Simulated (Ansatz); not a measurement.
The starting structures come from a database of crystals and need not be the phases stable at ambient conditions.

 Where the default PAW files enter, the runs use the earlier of Ansatz's two default sets.

Inside the gap of an insulator the Bloch states are evanescent, with a wavenumber k + iκ along the transport direction.

Consider the following.

```
CELL_PARAMETERS angstrom
      4.52063     0.00000     0.00000
      0.00000     4.52063     0.00000
      0.00000     0.00000    11.55172
ATOMIC_POSITIONS crystal
  Ba 0.00000 0.50000 0.82021
  Ba 0.50000 0.00000 0.17979
  H  0.81874 0.00000 0.62912
  H  0.50000 0.31874 0.62912
  H  0.18126 0.00000 0.62912
  H  0.50000 0.68126 0.62912
  H  0.31874 0.50000 0.37088
  H  0.00000 0.18126 0.37088
  H  0.68126 0.50000 0.37088
  H  0.00000 0.81874 0.37088
  H  0.50000 0.00000 0.48694
  H  0.00000 0.50000 0.51306
  Cl 0.50000 0.00000 0.90604
  Cl 0.00000 0.50000 0.09396
  O  0.00000 0.00000 0.68130
  O  0.50000 0.50000 0.68130
  O  0.50000 0.50000 0.31870
  O  0.00000 0.00000 0.31870
  O  0.50000 0.00000 0.57075
  O  0.00000 0.50000 0.42925
```

Space group of this cell: P4/nmm. The cell was relaxed by PBE-D3(BJ); by r2SCAN its mean pressure is -0.8 GPa.

Transport runs along the normal of the first two printed cell vectors, the (001) plane of the conventional cell.

The gap is the functional's own, uncorrected, and κ follows it; spin-orbit coupling is left out. Mid-gap values are interpolated between the computed energies.

Compute, with r2SCAN in Ansatz (a first-principles code), the band gap and the smallest decay constant κ at mid-gap.

Gap 5.64 eV on a 8×8×4 mesh; κ = 0.442 1/Å, at the zone centre.
